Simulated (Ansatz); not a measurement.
**A computed series for GaSb: response to strain**

The parent structure is GaSb in the zinc blende structure (space group F-43m, No. 216; a = 6.111 Å). Axes: x, y, z lie along the cube axes.

Strains are applied to the cell and any free atomic positions relax; under biaxial strain the out-of-plane vector relaxes too.

All numbers come from PBEsol/PAW in Ansatz (an electronic-structure program), no SOC.

Notes on the quantities. energy relative to the base: free energy F; pressure: mean of the normal stresses, compression positive.

```csv
variant,energy relative to the base,band gap,pressure,shortest interatomic distance
base,0 meV/atom,zero,0.0 GPa,2.646 Å
"biaxial strain −2.50 %, plane normal [111], relaxed out of plane",+14 meV/atom,0.12 eV,2.2 GPa,2.606 Å
"biaxial strain −2.08 %, plane normal [111], relaxed out of plane",+9.5 meV/atom,0.11 eV,1.8 GPa,2.612 Å
"biaxial strain −1.67 %, plane normal [111], relaxed out of plane",+6.0 meV/atom,0.10 eV,1.4 GPa,2.619 Å
"biaxial strain −1.25 %, plane normal [111], relaxed out of plane",+3.3 meV/atom,0.08 eV,1.0 GPa,2.626 Å
"biaxial strain −0.42 %, plane normal [111], relaxed out of plane",+0.4 meV/atom,zero,0.3 GPa,2.639 Å
"biaxial strain +1.25 %, plane normal [111], relaxed out of plane",+3.2 meV/atom,zero,-0.9 GPa,2.650 Å
"biaxial strain +1.67 %, plane normal [111], relaxed out of plane",+5.6 meV/atom,zero,-1.2 GPa,2.650 Å
"biaxial strain +2.08 %, plane normal [111], relaxed out of plane",+8.6 meV/atom,zero,-1.5 GPa,2.651 Å
"biaxial strain +2.50 %, plane normal [111], relaxed out of plane",+12 meV/atom,zero,-1.7 GPa,2.652 Å
```

Spin-orbit coupling, missing from the scalar runs, can matter with Sb. Stability against distortions was not tested. The final runs are not spin-polarised. Gaps under 0.05 eV, about the width of the smearing, are given as zero. A zero or small gap of GaSb can be the functional's error rather than a property of the material.
